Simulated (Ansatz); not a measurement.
An Ansatz (a quantum-chemistry and plane-wave program) run: Ga2O3 with a change (pressure 22.5 GPa); PBE, PAW, 420 eV (Ansatz; no SOC).

Input:

Ansatz 0.2 input:
```yaml
crystal:
  lattice:
    - [2.4809636709, 1.4323850433, 4.4199894215]
    - [-2.4809636709, 1.4323850433, 4.4199894215]
    - [0, -2.8647700865, 4.4199894215]
  atoms:
    - { symbol: Ga, position: [0.6438024078, 0.6438024078, 0.6438024078] }
    - { symbol: Ga, position: [0.1438024078, 0.1438024078, 0.1438024078] }
    - { symbol: Ga, position: [0.3561975922, 0.3561975922, 0.3561975922] }
    - { symbol: Ga, position: [0.8561975922, 0.8561975922, 0.8561975922] }
    - { symbol: O, position: [0.75, 0.4470013329, 0.0529986671] }
    - { symbol: O, position: [0.0529986671, 0.75, 0.4470013329] }
    - { symbol: O, position: [0.25, 0.5529986671, 0.9470013329] }
    - { symbol: O, position: [0.5529986671, 0.9470013329, 0.25] }
    - { symbol: O, position: [0.9470013329, 0.25, 0.5529986671] }
    - { symbol: O, position: [0.4470013329, 0.0529986671, 0.75] }
basis: { ecutwfc: 420, ecutrho_ratio: 4, xc_grid: 2, fft_grid_basis: typed }
kpoints: { mp_grid: { grid: [8, 8, 8] } }
hamiltonian:
  xc: pbe
  dispersion: none
  pseudopotentials: { kind: paw }
scf: { occupations: { method: fermi_dirac, width: 0.05 } }
relax: { f_tol: 0.01, max_steps: 60, cell: { stress_tol: 0.02, p_target: 22.5 } }
output: { forces: true, stress: true }
checkpoint: { write: state.ck, write_every: 1000 }
```

Output (explanatory and most iteration lines left out):

```
Relaxation: its limit of steps is 60 (relax.max_steps)
Pseudopotential: Ga, paw, valence charge 13
Pseudopotential: O, paw, valence charge 6
Crystal: 10 atoms, lattice volume = 94.244 Å³
Basis set: ecut = 420 eV, 1833 PW (Γ), exchange–correlation on 72×72×72 points (8 copies of the dense FFT grid, shifted against one another)
Bands: 54, of which v1, the nominal top of the filled ones, is band 44 counted from 1 (43 counted from 0)
Symmetry: 12 space group operations
Space group: R-3c (ITA 167), of the structure as read, at distance tolerance 4.6e-5 Å
k-points: 65 of 512
Functional: x = pbe(κ = 0.804, μ = 0.2195149727645171), c = pbe(β = 0.06672455060314922)
SCF iter   1: F=—  HF=-18539.533019 eV  |F-HF|=—  |Δ(HF+E_count)|=         —  Δρ=1.10e-3  dr2=3.01e-4  ethr=1.77e-3  ⟨swp⟩=6.1  Hψ=12908  notcnv=0  defer=25
SCF iter   2: F=—  HF=-18539.533433 eV  |F-HF|=—  |Δ(HF+E_count)|=   4.14e-4  Δρ=6.05e-4  dr2=9.36e-5  ethr=3.43e-7  ⟨swp⟩=2.7  Hψ=7578  notcnv=0  defer=110
SCF 1 converged in 6 iterations: F = -18539.533896 eV  dr2 = 7.71e-9
relax step   1: F+E_penalty+E_count = -18539.53389572 eV  Δ(F+E_penalty+E_count) = +0.000e0 eV  max|allowed force component| = 5.401e-4 eV/Å  Δτ_max = 0.0000 Å  P = +14.994 GPa  Ω = 94.244 Å³  (6 SCF iters, dr2 threshold 1.00e-7 eV, accepted)
[... steps on the carried basis left out ...]
relax step   8: F+E_penalty+E_count = -18539.24157831 eV  Δ(F+E_penalty+E_count) = +3.477e-4 eV  max|allowed force component| = 3.882e-4 eV/Å  Δτ_max = 0.0000 Å  P = +22.493 GPa  Ω = 91.735 Å³  stress off target by 9.43e-3 GPa  SCF on the basis re-selected at this cell (its energy is not comparable with the rows above)  (6 SCF iters)
SCF converged after 6 iterations
Free energy (F): -18539.241578 eV
Internal energy: -18539.241578 eV  (E = F + TS)
E sigma→0 (E₀):  -18539.241578 eV
Fermi energy:    11.812893 eV
--- Forces (eV/Å), atoms counted from 1 ---
  atom   1  Ga     0.00000000     0.00000000     0.00038823
  atom   2  Ga    -0.00000000     0.00000000     0.00038823
  atom   3  Ga    -0.00000000    -0.00000000    -0.00038823
  atom   4  Ga     0.00000000    -0.00000000    -0.00038823
  atom   5  O     -0.00011627     0.00020138    -0.00000000
  atom   6  O     -0.00011627    -0.00020138     0.00000000
  atom   7  O      0.00011627    -0.00020138     0.00000000
  atom   8  O     -0.00023253     0.00000000     0.00000000
  atom   9  O      0.00011627     0.00020138    -0.00000000
  atom  10  O      0.00023253    -0.00000000    -0.00000000
--- Stress (GPa, compression-positive) ---
       22.493974       0.000000       0.000000
        0.000000      22.493974      -0.000000
        0.000000      -0.000000      22.490566
  P = ⅓ Tr σ = 22.4928 GPa (224.928 kbar)
--- Relaxed structure (6 steps of the walk, 6 accepted, 2 SCFs on fresh bases) ---
  cell:  # Å, volume = 91.7347 Å³
    - [2.461955145469359, 1.421410465985993, 4.369007822365534]
    - [-2.461955145469359, 1.421410465985993, 4.369007822365534]
    - [8.596975317151719e-34, -2.842820931922563, 4.3690078223816124]
  atoms:
    - { symbol: Ga, position: [0.6435852559468304, 0.6435852559468304, 0.6435852559468301] }
    - { symbol: Ga, position: [0.14358525594683022, 0.14358525594683022, 0.14358525594683016] }
    - { symbol: Ga, position: [0.35641474405316986, 0.35641474405316986, 0.35641474405316986] }
    - { symbol: Ga, position: [0.8564147440531696, 0.8564147440531696, 0.8564147440531695] }
    - { symbol: O, position: [0.7500000000000001, 0.4471080298141358, 0.052891970185864445] }
    - { symbol: O, position: [0.0528919701858645, 0.7499999999999998, 0.44710802981413544] }
    - { symbol: O, position: [0.25, 0.5528919701858643, 0.9471080298141354] }
    - { symbol: O, position: [0.5528919701858644, 0.9471080298141356, 0.24999999999999994] }
    - { symbol: O, position: [0.9471080298141354, 0.25000000000000017, 0.5528919701858644] }
    - { symbol: O, position: [0.44710802981413567, 0.052891970185864556, 0.75] }
```

Load acts through the strain it causes; cell and atoms are relaxed under it. Stability against distortions was not tested. Competing high-pressure phases were not computed. The cell was made from Ga2O3 in the corundum structure (space group R-3c, No. 167) by this change: pressure 22.5 GPa.
